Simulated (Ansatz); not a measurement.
Worked example: self-consistent single point of LaCO (C2/m, 6 atoms in the cell) in Ansatz (a quantum-chemistry and plane-wave program).

Method of the run: PBEsol, PAW files made with PBE (plane waves; Ansatz).

The change in words: lattice scaled by 0.98. Reference geometry:
```yaml
crystal:
  lattice:
    - [3.54557, -2.00557, 0.00000]
    - [3.54557, 2.00557, 0.00000]
    - [-0.68026, 0.00000, 7.33580]
  atoms:
    - { symbol: La, position: [0.31643, 0.31643, 0.29245] }
    - { symbol: La, position: [0.68357, 0.68357, 0.70755] }
    - { symbol: C, position: [0.03925, 0.03925, 0.92668] }
    - { symbol: C, position: [0.96075, 0.96075, 0.07332] }
    - { symbol: O, position: [0.65265, 0.65265, 0.37930] }
    - { symbol: O, position: [0.34735, 0.34735, 0.62070] }
```

Reference input (self-consistent single point, DFT, PBEsol, plane waves, PAW files made with PBE): kpoints.mp_grid.grid = 7 7 4; hamiltonian.xc = pbesol; hamiltonian.pseudopotentials = {kind: paw} (the program's default PAW files); scf.occupations.method = fermi_dirac; scf.occupations.width = 0.05 eV. This run's input differs from it in these lines:

Ansatz 0.2 input:
```diff
@@ -3,12 +3,12 @@
   lattice:
-    - [3.54557000, -2.00557500, 0.00000000]
-    - [3.54557000, 2.00557500, 0.00000000]
-    - [-0.68026300, 0.00000000, 7.33579600]
+    - [3.47465900, -1.96546300, 0.00000000]
+    - [3.47465900, 1.96546300, 0.00000000]
+    - [-0.66665800, 0.00000000, 7.18908000]
   atoms:
-    - { symbol: La, position_ang: [2.04490652, 0.00000000, 2.14535354] }
-    - { symbol: La, position_ang: [4.36597048, -0.00000000, 5.19044246] }
-    - { symbol: C, position_ang: [-0.35205887, -0.00000000, 6.79793544] }
-    - { symbol: C, position_ang: [6.76293587, 0.00000000, 0.53786056] }
-    - { symbol: O, position_ang: [4.37000877, 0.00000000, 2.78246742] }
-    - { symbol: O, position_ang: [2.04086823, 0.00000000, 4.55332858] }
+    - { symbol: La, position_ang: [2.00400856, -0.00000000, 2.10244645] }
+    - { symbol: La, position_ang: [4.27865144, -0.00000000, 5.08663355] }
+    - { symbol: C, position_ang: [-0.34501790, 0.00000000, 6.66197665] }
+    - { symbol: C, position_ang: [6.62767790, -0.00000000, 0.52710335] }
+    - { symbol: O, position_ang: [4.28260901, 0.00000000, 2.72681804] }
+    - { symbol: O, position_ang: [2.00005099, 0.00000000, 4.46226196] }
 kpoints:
```

Log, with long lists cut:

```
SCF iter   1: F=—  HF=-13946.885596 eV  |F-HF|=—  |Δ(HF+E_count)|=         —  Δρ=9.53e-2  dr2=1.07e1  ethr=3.10e-3  ⟨swp⟩=5.2  Hψ=7626  notcnv=0
all-band conjugate gradients solve this SCF's bands
preconditioner: auto → Resta (q_TF=auto, 2.368 Å⁻¹)
SCF iter   2: F=—  HF=-13944.643064 eV  |F-HF|=—  |Δ(HF+E_count)|=    2.24e0  Δρ=4.41e-2  dr2=1.95e0  ethr=3.10e-3  ⟨swp⟩=5.3  Hψ=4635  notcnv=0  defer=79
   [... lines left out ...]
SCF iter   6: F=—  HF=-13944.213538 eV  |F-HF|=—  |Δ(HF+E_count)|=   1.93e-3  Δρ=4.70e-4  dr2=2.79e-4  ethr=6.71e-6  ⟨swp⟩=3.0  Hψ=2640  notcnv=0  defer=96
SCF iter   7: F=—  HF=-13944.213647 eV  |F-HF|=—  |Δ(HF+E_count)|=   1.08e-4  Δρ=9.90e-5  dr2=1.05e-5  ethr=6.64e-7  ⟨swp⟩=2.3  Hψ=2652  notcnv=0  defer=96
SCF iter   8: F=—  HF=-13944.213665 eV  |F-HF|=—  |Δ(HF+E_count)|=   1.84e-5  Δρ=2.34e-5  dr2=7.20e-7  ethr=2.51e-8  ⟨swp⟩=2.0  Hψ=2775  notcnv=0  defer=96
SCF iter   9: F=-13944.213666 eV  HF=-13944.213666 eV  |F-HF|=1.38e-8  |Δ(HF+E_count)|=   1.05e-6  Δρ=4.46e-6  dr2=4.29e-8  ethr=2.38e-10  ⟨swp⟩=17.9  Hψ=11084  notcnv=0
SCF 1 converged in 9 iterations: F = -13944.213666 eV  dr2 = 4.29e-8
Free energy (F): -13944.213666 eV
Internal energy: -13944.213666 eV  (E = F + TS)
E sigma→0 (E₀):  -13944.213666 eV
Fermi energy:    9.581058 eV
--- Forces (eV/Å), atoms counted from 1 ---
  atom   1  La    -0.01548613     0.00000000    -0.28966317
  atom   2  La     0.01548613     0.00000000     0.28966317
  atom   3  C      0.90785143     0.00000000    -1.49098148
  atom   4  C     -0.90785143     0.00000000     1.49098148
  atom   5  O      0.00650908     0.00000000    -0.02848022
  atom   6  O     -0.00650908     0.00000000     0.02848022
--- Stress (GPa, compression-positive) ---
        4.037411       0.000000      -1.760794
        0.000000       3.068586       0.000000
       -1.760794       0.000000       5.226230
  P = ⅓ Tr σ = 4.1107 GPa (41.107 kbar)
  The stress holds the Pulay correction. Without it, at fixed plane waves, as pw.x and ABINIT print it: P = 3.8889 GPa
```

The run converged in 9 iterations. Against the reference run the free energy hardly moves (within 1 meV/atom), the pressure goes from -3.64 to 4.11 GPa, the largest force goes from 0.184 to 1.746 eV/Å and the gap on the mesh goes from 2.942 to 2.988 eV.

The starting cell comes from a database of computed structures (which also holds hypothetical and non-ambient phases and stackings), without a prior relaxation at this level. For this run, on top of that: lattice scaled by 0.98. With a pressure of about 4 GPa the cell is away from its equilibrium volume at this level. Forces in this geometry exceed 1 eV/Å. Ansatz's pressure includes its estimate of the finite-basis (Pulay) stress.
